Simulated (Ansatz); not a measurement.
Take Re in the diamond structure (space group Fd-3m, No. 227; a hypothetical phase, not in the database extracts checked; relaxed with 0.1 eV smearing) as the base.

```
Re
1.0
    0.00000     2.82600     2.82600
    2.82600     0.00000     2.82600
    2.82600     2.82600     0.00000
Re
2
Direct
  0.25000   0.25000   0.25000
  0.00000   0.00000   0.00000
```

Cartesian axes are those of the cell as printed.

Calculations: PBE (Ansatz, a quantum-chemistry and plane-wave program; PAW; 420 eV plane waves; no SOC).

Modification: the cell is scaled by 1.0299 in all directions; the atoms relax in the strained cell.

### Question
Predict the stress tensor and what it implies for the stiffness.

### Answer
Stress of the strained cell less that of the base (GPa, compression positive):
```
  -13.0     0.0     0.0
    0.0   -13.0     0.0
    0.0     0.0   -13.0
```

Then B = −ΔP/(ΔV/V₀) with ΔV/V₀ = 0.0924 gives secant stiffness values (nonlinear terms included at this strain): B ≈ 141 GPa.

As a check, the harmonic strain energy −½ V₀ Δσ:ε is 82 meV/atom; the computed energy rise is 92 meV/atom.

No phonon test of stability was made. The final runs are not spin-polarised.
